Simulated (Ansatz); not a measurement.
Given:

```
CELL_PARAMETERS angstrom
      3.88854     0.00000     0.00000
      0.00000     3.88854     0.00000
      1.94427    -1.94427     2.64652
ATOMIC_POSITIONS crystal
  Ga 0.00000 0.00000 0.00000
  P  0.75000 0.75000 0.50000
```

No spin polarisation.

All numbers come from Ansatz (an electronic-structure program) LDA, scalar-relativistic without spin-orbit coupling. k-mesh 11×11×11 (Γ-centred); smearing 0.05 eV (Fermi–Dirac).

Estimate the gap character.

Indirect, Γ → Γ–M (87 % along).

Estimate the smallest direct gap.

1.56 eV.

The cells carry an imposed strain or load. Whether these cells are dynamically stable was not tested. The cell was made from GaP in the zinc blende structure (space group F-43m, No. 216) by this change: biaxial strain +2.00 %, plane normal [001], relaxed out of plane.
